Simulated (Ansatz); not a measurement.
Consider K2Te in the anti-fluorite structure (space group Fm-3m, No. 225; a = 8.091 Å). Axes: x, y, z lie along the cube axes.

Calculations: Ansatz (a quantum-chemistry and plane-wave program), PBEsol, PAW, cutoff 420 eV, without spin-orbit coupling.

Strains are applied to the cell and any free atomic positions relax; under biaxial strain the out-of-plane vector relaxes too.

One change was made to it. Results:

```csv
quantity,base,after
band gap,2.16 eV,2.17 eV
electron mass,0.29 mₑ (at Γ),0.29 mₑ (at Γ)
energy relative to the base (free energy F),0 meV/atom,+3.0 meV/atom
```

Question: Which change produced these results?
A) biaxial strain −2.50 %, plane normal [001], relaxed out of plane
B) biaxial strain −3.00 %, plane normal [001], relaxed out of plane
C) biaxial strain −2.00 %, plane normal [001], relaxed out of plane

Answer: C, biaxial strain −2.00 %, plane normal [001], relaxed out of plane. For comparison, the energy relative to the base in the other runs: biaxial strain −2.50 %, plane normal [001], relaxed out of plane gives +4.7 meV/atom; biaxial strain −3.00 %, plane normal [001], relaxed out of plane gives +6.7 meV/atom.

Spin-orbit coupling, missing from the scalar runs, can matter with Te. Effective masses come from finite differences of ±0.01 Å⁻¹. Stability against distortions was not tested.
